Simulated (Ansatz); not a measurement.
The starting structures come from a database of crystals and need not be the phases stable at ambient conditions.

 Where the default PAW files enter, the runs use the earlier of Ansatz's two default sets.

## Evanescent states of SrAlGeH (P3m1, not sure to be the ambient phase, 4 atoms a cell, 19.6 Å³ an atom) along the normal of (100)

Method: r2SCAN (plane waves, PAW; Ansatz, an electronic-structure program).

The gap is the functional's own. No spin-orbit coupling. Mid-gap values are interpolated on the energy grid.

Energies count from the valence-band top; κ is the least over a 8×6 mesh across the current.

| E (eV) | κ (1/Å) | where |
|---|---|---|
| 0.04 | 0.045 | off Γ |
| 0.10 | 0.075 | off Γ |
| 0.17 | 0.094 | off Γ |
| 0.24 | 0.106 | off Γ |
| 0.32 | 0.099 | off Γ |
| 0.39 | 0.100 | off Γ |
| 0.46 | 0.102 | off Γ |
| 0.53 | 0.104 | off Γ |
| 0.59 | 0.106 | off Γ |
| 0.67 | 0.108 | off Γ |
| 0.73 | 0.104 | off Γ |
| 0.81 | 0.093 | off Γ |
| 0.88 | 0.080 | off Γ |
| 0.94 | 0.064 | off Γ |

Q: How thick must the barrier be to attenuate the transmission by 10^8 when the electrodes' Fermi level lies at 0.46 eV, and what attenuation does that film give at 0.17 eV?

A: d = 8 ln 10 / (2 × 0.102) = 90.3 Å. At 0.17 eV it gives 8 × 0.094/0.102 = 7.4 decades.
